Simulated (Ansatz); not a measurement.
# Effect of uniaxial stress, 2 GPa compression along z on TiS2

Base system: TiS2 in the CdI2 type structure (space group P-3m1, No. 164; a = 3.359 Å, c = 5.520 Å; layered, stacked along the Cartesian z axis; relaxed with 0.1 eV smearing). Axes: x lies along a and z along c of the hexagonal cell.

Perturbation: uniaxial stress, 2 GPa compression along z, with the cell and atoms free to relax against it.

The values are results of PBE-D3(BJ)/PAW in Ansatz (a program for electronic structure), no SOC, not measurements. Γ-centred 20×20×11 mesh, Fermi–Dirac width 0.1 eV.

```tsv
quantity	base	changed	shift
volume per atom	17.98 Å³	17.55 Å³	-0.43 Å³
shortest interatomic distance	2.409 Å	2.406 Å	-0.003 Å
energy relative to the base (free energy F)	0 meV/atom	+3.0 meV/atom	+3.0 meV/atom
band gap	zero	zero	–
strain response (xx, yy, zz)	–	(+0.25, +0.25, −2.89) %	–
secant Young's modulus along z	–	69 GPa	–
mean lateral Poisson ratio	–	0.09	–
```

Final structure:

```yaml
crystal:
  lattice:
    - [3.36794, 0.00000, 0.00000]
    - [-1.68397, 2.91672, 0.00000]
    - [0.00000, 0.00000, 5.36037]
  atoms:
    - { symbol: Ti, position: [0.00000, 0.00000, 0.00000] }
    - { symbol: S, position: [0.33333, 0.66667, 0.26438] }
    - { symbol: S, position: [0.66667, 0.33333, 0.73562] }
```

Cost of the whole job for the changed cell (relaxation, final SCF and bands): very roughly 70 core-seconds.

Stability under load was not tested beyond the relaxation. The final runs are not spin-polarised. The zero or small gap of TiS2 can change with the level of theory.
